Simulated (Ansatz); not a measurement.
Take ZnCu in the CsCl type structure (space group Pm-3m, No. 221; a = 2.9085 Å; relaxed with 0.1 eV smearing) as the base. Axes: x, y, z lie along the cube axes.

Level of theory: PBEsol (Ansatz, a quantum-chemistry and plane-wave program), no spin-orbit coupling.

Modification: an isotropic linear strain of −2.55 %; the atoms relax in the strained cell.

Problem. Predict the stress tensor and what it implies for the stiffness.

Solution. Stress of the strained cell less that of the base (GPa, compression positive):
```
   12.8     0.0     0.0
    0.0    12.8     0.0
    0.0     0.0    12.8
```

Then B = −ΔP/(ΔV/V₀) with ΔV/V₀ = -0.0746 gives secant stiffness values (nonlinear terms included at this strain): B ≈ 172 GPa.

As a check, the harmonic strain energy −½ V₀ Δσ:ε is 38 meV/atom; the computed energy rise is 34 meV/atom.

No phonon test of stability was made. All final runs are without spin polarisation.
